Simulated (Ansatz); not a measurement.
Lattice parameter c of B4Si3 (model structure, started from the Al4C3 type, R-3m, No. 166, 7 atoms in the cell) at several levels of theory

No measured value is used here.

| level (code) | value (Å) |
|---|---|
| LDA (Ansatz) | 28.746 |
| PBE (Ansatz) | 28.970 |
| PBEsol (Ansatz) | 28.976 |
| r²SCAN (Ansatz) | 28.736 |

Cutoffs differ between the levels. Ansatz's density-functional and Hartree–Fock values are scalar-relativistic unless marked +SOC, with PAW data made under PBE.

A model structure was made by putting elements into a prototype or built by hand; it is no filed structure, need not be a known phase, and can be a saddle point held by its symmetry.

Ansatz is a program for electronic structure.
